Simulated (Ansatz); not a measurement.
Base system: Ca in the fcc (Cu type) structure (space group Fm-3m, No. 225; a = 5.5685 Å).

Computed with r2SCAN in Ansatz (plane waves to 500 eV, PAW, scalar-relativistic without spin-orbit coupling).

For the base:

```
Property               Value
-------------------  -------
Lattice parameter a  5.568 Å
```

Perturbation: every Ca is replaced by Sr; the structure is relaxed again.

Tabulated Pauling electronegativity and covalent radius: Ca 1.00, 1.76 Å; Sr 0.95, 1.95 Å.

**Question.** How does this affect the lattice parameter a?

**Answer.** The lattice parameter a increases by 0.534 Å to 6.102 Å.

Whether these cells are dynamically stable was not tested.

Ansatz is a first-principles code.
